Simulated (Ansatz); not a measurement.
Band structure of KMg6Nb (P-6m2, 8 atoms in the cell).

```yaml
crystal:
  lattice:
    - [6.50896, 0.00000, 0.00000]
    - [-3.25448, 5.63692, 0.00000]
    - [0.00000, 0.00000, 5.12416]
  atoms:
    - { symbol: K, position: [0.66667, 0.33333, 0.00000] }
    - { symbol: Mg, position: [0.69877, 0.84938, 0.00000] }
    - { symbol: Mg, position: [0.15062, 0.30123, 0.00000] }
    - { symbol: Mg, position: [0.15062, 0.84938, 0.00000] }
    - { symbol: Mg, position: [0.01339, 0.50669, 0.50000] }
    - { symbol: Mg, position: [0.49331, 0.98661, 0.50000] }
    - { symbol: Mg, position: [0.49331, 0.50669, 0.50000] }
    - { symbol: Nb, position: [0.00000, 0.00000, 0.50000], spin: 1.0 }
```
(The spins are starting values, not results.)

Method of the run: LDA (PW92), harder PAW files (source: ansatz) made with PBE (plane waves; Ansatz, an electronic-structure program).

Settings: basis.ecutwfc = 710 eV; kpoints.mp_grid.grid = 3 3 4; hamiltonian.xc = lda; hamiltonian.pseudopotentials = {kind: paw, source: ansatz}; magnetization.spin_polarized = true; scf.occupations.method = fermi_dirac; scf.occupations.width = 0.136 eV; kpoints.band_path.npoints = 16.

The starting cell comes from a database of computed structures (which also holds hypothetical and non-ambient phases and stackings), without a prior relaxation at this level. The starting moments vanished: the run ended non-magnetic. The program warned that a starting moment was not kept.

Levels in eV from the Fermi level, bands 38 to 45 of the first spin channel:
```csv
point,38,39,40,41,42,43,44,45
Γ,-1.28,-1.28,-0.54,-0.22,-0.22,0.41,1.35,1.35
M,-0.83,-0.46,-0.39,0.29,0.32,0.65,1.25,1.62
K,-0.85,-0.64,-0.45,0.49,0.61,0.65,0.85,1.46
A,-1.43,-0.76,-0.32,-0.26,-0.26,-0.11,0.11,0.11
L,-1.49,-1.49,-0.96,-0.28,0.08,0.80,0.98,1.40
H,-2.63,-0.47,-0.24,-0.24,0.03,0.82,0.86,1.98
```

Bands cross the Fermi level along this path, so the cell is metallic at this level.

The net moment of the cell came out as 0.00 μB.

Keys are those of Ansatz 0.2.
